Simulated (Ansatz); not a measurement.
Effect of pressure 10 GPa on hypothetical anti-perovskite Ba3PtC

Base system: Ba3PtC in the anti-perovskite structure (space group Pm-3m, No. 221; a = 5.510 Å; a hypothetical phase, not in the database extracts checked).

It is then changed as follows: cell and atoms relaxed at a pressure of 10 GPa.

The values are results of PBE, PAW, 420 eV (Ansatz, a first-principles code; no SOC), not measurements. k-mesh 9×9×9 (Γ-centred); smearing 0.05 eV (Fermi–Dirac).

The volume per atom drops by 6.758 Å³ (33.45 Å³ → 26.70 Å³) and the lattice parameter a falls by 0.399 Å, from 5.510 Å to 5.111 Å. The shortest interatomic distance drops by 0.200 Å to 2.555 Å and the enthalpy H = E + PV relative to the base's energy amounts to +1.84 eV/atom. The band gap stays zero.

Final structure:

```
Ba3PtC
1.0
    5.11066     0.00000     0.00000
    0.00000     5.11066     0.00000
    0.00000     0.00000     5.11066
Ba Pt C
3 1 1
Cartesian
  2.55533   0.00000   2.55533
  0.00000   2.55533   2.55533
  2.55533   2.55533   0.00000
  0.00000   0.00000   0.00000
  2.55533   2.55533   2.55533
```

Cost of the whole job for the changed cell (relaxation, final SCF and bands): very roughly 50 core-seconds.

Load acts through the strain it causes; cell and atoms are relaxed under it. No phonon test of stability was made. Competing high-pressure phases were not computed. All final runs are without spin polarisation. Ba3PtC has a high density of states at the Fermi level and may be magnetic at this level.
